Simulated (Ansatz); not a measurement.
Defect migration in bixbyite In2O3: interstitial H, charge state +1. Level of theory: PBE, PAW (plane waves to 420 eV; Ansatz, an electronic-structure program).

Cell of 80 host sites held at the relaxed PBE lattice; one k-point at (0.250, 0.250, 0.250); Fermi-Dirac width 0.01 eV, spin-restricted; finite-size errors left in. No zero-point or tunnelling terms. The charge state is imposed; whether it is stable for some Fermi level was not computed. Sites that were not tried may lie lower.

Barriers: single points on a 2×2×2 k-point mesh shifted by half a step at the bands' geometries.

Relaxed starting cell (atoms counted from 1):

```xyz
81
Lattice="10.2897 0.0000 0.0000 0.0000 10.2897 0.0000 0.0000 0.0000 10.2897" Properties=species:S:1:pos:R:3 pbc="T T T"
In     7.7164     2.5645     2.5853
In     2.5942     2.5805     2.5787
In     2.5604     7.7168     2.5793
In     2.5727     2.5731     7.7125
In     0.0213     2.5966     4.8167
In     0.3508     5.1276     2.5735
In     4.7942     5.1434     7.7110
In     2.5967     0.3509     5.1592
In     7.7187     4.7863     5.1431
In     0.0739     7.6258     0.3044
In     0.3434    -0.0045     7.6994
In     2.5748     4.7807    -0.0119
In     4.7954    -0.0085     2.5624
In     7.6804     0.4902    -0.0529
In     5.1240     2.5789     0.3464
In     5.1288     7.7196     4.7928
O      3.5460     6.3491     9.1453
O      1.1286     3.5345     1.2124
O      9.1724     1.4885     1.2182
O      6.2485     1.6149     9.0461
O      4.0058     3.5543     9.0749
O      1.2543     1.1574     3.5822
O      9.0817     3.9980     3.5502
O      3.5567     3.9344     6.2758
O      1.1368     1.5906     6.3593
O      3.9326     4.0093     1.5846
O      6.2823     3.5495     3.9309
O      9.1611     3.5709     6.3535
O      4.0315     1.5838     3.9285
O      6.3553     1.1403     1.5789
O      3.9310     6.2792     3.5496
O      6.3626     9.1375     3.5378
O      1.5975     3.9418     4.0073
O      1.5889     9.0820     6.2681
O      1.1093     9.1359     1.5652
O      9.0934     6.2718     1.5826
O      3.5494     1.2011     1.1336
O      3.5499     9.0815     3.9987
O      1.5827     1.1990     9.1452
O      1.6153     6.3309     1.1422
In     2.5794     7.7176     7.6997
In     7.7065     7.7002     7.6749
In     7.7181     2.5897     7.6891
In     7.7147     7.6389     2.6290
In     5.1168     7.6993     9.9399
In     5.4885    -0.0047     7.7038
In    10.0162     0.0535     2.6433
In     7.7103     5.4665    -0.0097
In     2.5632     9.9429    -0.0131
In     5.1443     2.5756     5.4897
In     5.4833     5.1330     2.5730
In     7.7058     9.9516     5.1264
In     9.9505     5.1450     7.7089
In     2.5749     5.4946     5.1449
In     0.0051     7.7217     5.4724
In     0.0149     2.5618     9.9366
O      8.7226     1.2188     4.0218
O      6.2741     8.7066     6.3479
O      4.0127     6.7362     6.3500
O      1.1267     6.7373     3.9254
O      9.1619     8.7222     3.8440
O      6.3524     6.2833     8.6959
O      3.9502     9.1515     8.6974
O      8.5027     8.8856     0.8637
O      6.2851     6.7289     1.2073
O      9.0773     9.1526     6.6898
O      1.1458     8.6892     9.0653
O      3.9668     8.6944     1.2027
O      9.1450     6.7231     9.0638
O      1.2098     6.2827     6.7240
O      9.0767     1.1503     8.6771
O      1.2092     4.0068     8.6985
O      6.7691     9.0663     9.1848
O      6.7385     3.9177     1.1366
O      6.3564     4.0172     6.7274
O      3.9374     1.1378     6.7346
O      8.7060     6.3619     6.2500
O      8.7050     3.9167     9.1605
O      6.7159     6.3359     4.0303
O      6.7350     1.2108     6.2719
H     -2.4003    -1.7863     0.1774
```
Cell charge +1.

End state 1 differs by these moves (Å; atoms that move under 0.08 Å are left out):

| atom | element | Δx | Δy | Δz |
|---|---|---|---|---|
| 10 | In | 0.03 | -0.11 | -0.06 |
| 14 | In | -0.06 | -0.08 | -0.03 |
| 47 | In | 0.04 | 0.03 | 0.13 |
| 64 | O | 0.17 | 0.09 | -0.06 |
| 73 | O | -0.08 | 0.02 | -0.07 |
| 81 | H | 1.59 | 1.01 | 0.70 |

Task: What forward and backward barriers to end state 1 does PBE, PAW give?

Result: forward 0.72 eV, backward 0.071 eV; at the saddle point atom 81 has neighbours In at 2.18; O at 0.98, O at 2.05 Å. The saddle point's order was not checked.
